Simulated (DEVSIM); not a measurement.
Structure: In0.49Ga0.51P/GaAs p-n heterojunction, at 250 K.

Layer 1 from the left is In0.49Ga0.51P, thickness (μm) 0.0820, Na (cm⁻³) 5.8e16, τn (s) 1e-9, τp (s) 1e-9. Layer 2 from the left is GaAs, thickness (μm) 0.130, Nd (cm⁻³) 5.8e15, τn (s) 1e-9, τp (s) 1e-9.

Left contact: ohmic. Right contact: ohmic. Voltage is applied to the left contact. Recombination: SRH at mid-gap, radiative. Mobility is constant in doping.

The device is made up for the run: typed textbook-type constants, with dimensions and the other settings drawn at random. Values at 300 K; Nc and Nv go as T^1.5, mobilities as T to minus their exponent, the gap by Varshni's rule with the affinity fixed.

In0.49Ga0.51P: gap (eV) 1.89, affinity (eV) 4, permittivity 11.8, Nc (cm⁻³) 9e17, Nv (cm⁻³) 1.3e19, μn (cm²/Vs) 1500, μp (cm²/Vs) 80, T exponent of μn 1.66, T exponent of μp 2, B (cm³/s) 1e-10, Varshni α (eV/K) 0.0005, Varshni β (K) 250. GaAs: gap (eV) 1.424, affinity (eV) 4.07, permittivity 12.9, Nc (cm⁻³) 4.7e17, Nv (cm⁻³) 9e18, μn (cm²/Vs) 8500, μp (cm²/Vs) 400, T exponent of μn 2.1, T exponent of μp 2.2, B (cm³/s) 2e-10, Varshni α (eV/K) 0.000541, Varshni β (K) 204.

Simulated with DEVSIM: 1D drift-diffusion, Boltzmann statistics, complete ionisation; no tunnelling, impact ionisation, image-force lowering or self-heating. Band offsets follow the typed affinities; no thermionic-emission limit at abrupt steps, no polarisation charge.

Q: What does the simulation give for the largest field in the device at zero bias, the dark forward voltage at 100 A/cm², the potential step across the device at zero bias, the dark forward voltage at 1 A/cm²?

A: largest field in the device at zero bias 100000 V/cm; dark forward voltage at 100 A/cm² 1.351 V; potential step across the device at zero bias 1.640 V; dark forward voltage at 1 A/cm² 1.112 V.
